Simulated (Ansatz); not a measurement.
We consider L1₂ (Cu3Au-type) Ni3Si, described by r²SCAN+rVV10 (Ansatz, a first-principles code, plane waves, PAW).

Settings: plane-wave cutoff 560 eV, 16×16×16 k mesh, Fermi–Dirac smearing 0.05 eV, no spin polarisation, scalar-relativistic PAW data made under PBE.

Computed at the level's own relaxed cell.

Problem. Estimate the volume per atom, bulk modulus B0, lattice constant a and pressure derivative B′ of the bulk modulus that the calculation returns.

Solution. 
- volume per atom = 10.32 Å³/atom
- bulk modulus B0 = 247 GPa
- lattice constant a = 3.456 Å
- pressure derivative B′ of the bulk modulus = 4.7

The run finds no gap.

Measured, for comparison: equilibrium volume per atom 10.81 Å³/atom, lattice constant a 3.510 Å (temperature not stated, not corrected to a static lattice; as tabulated in Metallic Nickel Silicides: Experiments and Theory for NiSi and First Principles …). Computed (rounded) less measured: equilibrium volume per atom -4.5 %, lattice constant a -1.5 %. A static lattice is as a rule a little smaller and stiffer than an uncorrected measurement, which narrows the difference in the lattice constant a and would widen misses of the other sign.

The computed numbers hold no vibrational or temperature effects.
